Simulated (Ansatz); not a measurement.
**monolayer SnSe2: band-edge transport data**

Data:

```
CELL_PARAMETERS angstrom
      3.82946     0.00000     0.00000
     -1.91473     3.31641     0.00000
      0.00000     0.00000    19.09975
ATOMIC_POSITIONS crystal
  Sn 0.00000 0.00000 0.50000
  Se 0.33333 0.66667 0.58416
  Se 0.66667 0.33333 0.41584
```

Computed with PBE, rigid bands (plane waves, PAW, scalar-relativistic; Ansatz, a program for electronic structure). Condition of this run: biaxial strain -1 %. Cell: cell and atoms relaxed with PBE, then loaded as said.

* **band gap**: 0.75 eV
* **electron conductivity mass (300 K, dilute)**: 0.34 mₑ
* **effective density of states N_c (300 K)**: 1.3e13 cm⁻²
* **Seebeck coefficient, n-type 1.9e12 cm⁻², 300 K**: -335 μV/K

Rigid bands; masses and Seebeck coefficients take one relaxation time τ for all states and one kind of carrier; polarons and phonon drag are left out. Spin-orbit coupling is left out.

Model free-standing layer, not matched to a measured one here: monolayer SnSe2.
